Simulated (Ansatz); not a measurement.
Levels about the gap of amorphous Si24O49Mg (74 atoms in a cell of 1111 Å³, 2.22 g/cm³; zone centre alone, so wide bands show as single levels with stretches between that a denser mesh fills), at the geometry that PBE relaxed, where it gives 0.6 GPa on a denser mesh. The participation number counts the atoms over which a state spreads; weights are charges in smoothed Voronoi cells. The levels come from a single point, so bond lengths are those of that geometry. Method of the levels: PBE, scalar-relativistic without spin-orbit coupling (Ansatz, a quantum-chemistry and plane-wave program). Sampling: the zone centre alone; Fermi-Dirac width 0.02 eV; no spin polarisation. At PBE the levels at the filled edge of the gap are localised (band-tail or defect states), and the nearest spread-out levels lie 5.4 eV apart at the zone centre.

Preparation: random packing, a CHGNet melt and quench, and a DFT relaxation. O atoms were pushed apart under 1.9 Å during the dynamics, to hinder bonds among them. The hot cell started wider than the set density and was brought back towards it in steps. It is the lowest in DFT energy of 2 quenches. It is a model cell: composition and starting density were chosen by hand, and all elements were melted together. No dispersion term was used. Its density started from a set value of 2.22 and ended at 2.22 g/cm³. The quench (nominally 320 K/ps over its main leg) was far faster than any real one, so the model tends to hold more defects than a real film. Values belong to this one cell and scatter from quench to quench. The volume was held where the preparation left it and the shape relaxed, at a PBE pressure of 0.6 GPa. Stress components on the final sampling reach 0.7 GPa.

```
E - E(highest filled), eV  filling  participation number        largest on  weight O  weight Si  weight Mg
-------------------------  -------  --------------------  ----------------  --------  ---------  ---------
-0.83                       filled                  16.0   O, 2 neighbours      0.96       0.04       0.00
-0.79                       filled                  11.8   O, 2 neighbours      0.96       0.04       0.00
-0.74                       filled                   9.4   O, 2 neighbours      0.96       0.04       0.00
-0.38                       filled                   2.1   O, 2 neighbours      0.93       0.05       0.02
-0.34                       filled                   2.1   O, 2 neighbours      0.93       0.04       0.02
-0.22                       filled                   2.1   O, 2 neighbours      0.94       0.04       0.02
0.00                        filled                   2.0   O, 2 neighbours      0.94       0.04       0.02
4.54                         empty                  60.8  Mg, 3 neighbours      0.70       0.25       0.05
5.99                         empty                  30.6   O, 3 neighbours      0.63       0.29       0.08
6.17                         empty                  38.4  Si, 4 neighbours      0.65       0.30       0.05
6.35                         empty                  40.5  Mg, 3 neighbours      0.64       0.29       0.08
6.44                         empty                  43.3   O, 2 neighbours      0.70       0.26       0.03
6.64                         empty                  49.3   O, 2 neighbours      0.72       0.25       0.03
```

Most localised among these is the filled level at +0.00 eV, on a O atom, which has 2 neighbours (Si 1.58 Å, Mg 1.87 Å).
